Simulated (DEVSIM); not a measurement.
Structure: Ni/Al2O3/SiO2/p-Si capacitor, at 300 K.

```
layer (left to right)  material  thickness (nm)  Na (cm⁻³)
---------------------  --------  --------------  ---------
1                         Al2O3            7.80          -
2                          SiO2            1.00          -
3                            Si            4100       2e16
```

Metal gate on the left, work function 5.1 eV. Fixed charge at the semiconductor interface -8.2e10 cm⁻² (in units of +e); interface traps 2e12 cm⁻² eV⁻¹, uniform in energy, neutral level at 0.5 of the gap above the valence band.

The device is made up for the run: typed textbook-type constants, with dimensions and the other settings drawn at random. Values at 300 K.

```csv
parameter,Al2O3,SiO2,Si
gap (eV),6.8,9,1.124
affinity (eV),1.35,0.9,4.05
permittivity,9,3.9,11.7
Nc (cm⁻³),-,-,2.86e19
Nv (cm⁻³),-,-,3.1e19
```

Model (solved in DEVSIM): 1D Poisson equation in equilibrium, Boltzmann statistics, complete ionisation; no quantum confinement or tunnelling. Metal contacts follow the ideal Schottky-Mott rule: no Fermi-level pinning, no interface dipoles.

**Question.** Give the band bending (positive: bands bend down) and minority sheet density.

**Answer.** 
```json
[
 {"Vg (V)": "-0.9", "ψs (V)": "-0.187", "minority carriers (cm⁻²)": "< 1e8"},
 {"Vg (V)": "-0.6", "ψs (V)": "-0.159", "minority carriers (cm⁻²)": "< 1e8"},
 {"Vg (V)": "-0.3", "ψs (V)": "-0.108", "minority carriers (cm⁻²)": "< 1e8"},
 {"Vg (V)": "0", "ψs (V)": "0.010", "minority carriers (cm⁻²)": "< 1e8"},
 {"Vg (V)": "0.3", "ψs (V)": "0.196", "minority carriers (cm⁻²)": "< 1e8"},
 {"Vg (V)": "0.6", "ψs (V)": "0.395", "minority carriers (cm⁻²)": "< 1e8"},
 {"Vg (V)": "0.9", "ψs (V)": "0.598", "minority carriers (cm⁻²)": "< 1e8"},
 {"Vg (V)": "1.2", "ψs (V)": "0.795", "minority carriers (cm⁻²)": "4.8e10"},
 {"Vg (V)": "1.5", "ψs (V)": "0.887", "minority carriers (cm⁻²)": "8.7e11"},
 {"Vg (V)": "1.8", "ψs (V)": "0.923", "minority carriers (cm⁻²)": "2.1e12"}
]
```
